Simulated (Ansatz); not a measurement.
Symmetric slabs, relaxed from ideal cuts in 1x1 cells, of elemental solids: work function (eV) by functional, in Ansatz (plane waves, PAW). All structures are PBE's; the other columns are single points with references at the same level. No spin-orbit coupling, Hubbard U or dispersion.

```tsv
system	PBE	LDA	PBEsol	RPBE	r2SCAN
hcp Sc (31-42), ideal cut with outer spacing 0.51 Å	3.23	3.39	3.27	3.13	3.27
bcc Li (331), ideal cut with outer spacing 0.39 Å	2.94	3.03	2.96	2.90	___
hcp Ti (30-31), ideal cut with outer spacing 0.42 Å	3.88	___	___	3.75	3.91
fcc Pt (321), ideal cut with outer spacing 0.53 Å	5.38	5.76	5.50	5.22	___
fcc Ag (311), ideal cut with outer spacing 1.25 Å	4.21	4.62	4.32	4.01	4.15
hcp Cd (21-33), ideal cut with outer spacing 0.15 Å	3.95	4.30	4.06	3.79	4.00
bcc Nb (331), ideal cut with outer spacing 0.38 Å	4.13	4.39	4.22	3.99	4.16
bcc Ta (322), ideal cut with outer spacing 0.40 Å	3.90	4.17	3.98	3.76	___
hcp Os (31-41), ideal cut with outer spacing 0.11 Å	4.83	5.16	4.94	4.68	4.86
hcp Ti (31-40), ideal cut with outer spacing 0.24 Å	3.44	3.67	3.50	3.30	3.42
beta tin (301), ideal cut with outer spacing 0.42 Å	4.02	4.30	4.11	3.91	4.13
bcc Nb (321), ideal cut with outer spacing 0.88 Å	4.05	4.31	4.14	3.90	4.05
```

Q: Complete the blanks.

A: 
- bcc Li (331), ideal cut with outer spacing 0.39 Å, r2SCAN: 2.91
- hcp Ti (30-31), ideal cut with outer spacing 0.42 Å, LDA: 4.10
- hcp Ti (30-31), ideal cut with outer spacing 0.42 Å, PBEsol: 3.95
- fcc Pt (321), ideal cut with outer spacing 0.53 Å, r2SCAN: 5.41
- bcc Ta (322), ideal cut with outer spacing 0.40 Å, r2SCAN: 3.88

The rows are a random draw from the class, without slabs that broke up, higher cuts of a face and adsorbates that left their site. Mean shift from PBE over these rows: LDA 0.27 eV (from 0.08 to 0.41, 12 rows); PBEsol 0.08 eV (from 0.02 to 0.12, 12 rows); RPBE -0.13 eV (from -0.20 to -0.04, 12 rows); r2SCAN 0.02 eV (from -0.06 to 0.11, 12 rows).

Ansatz is a first-principles code.
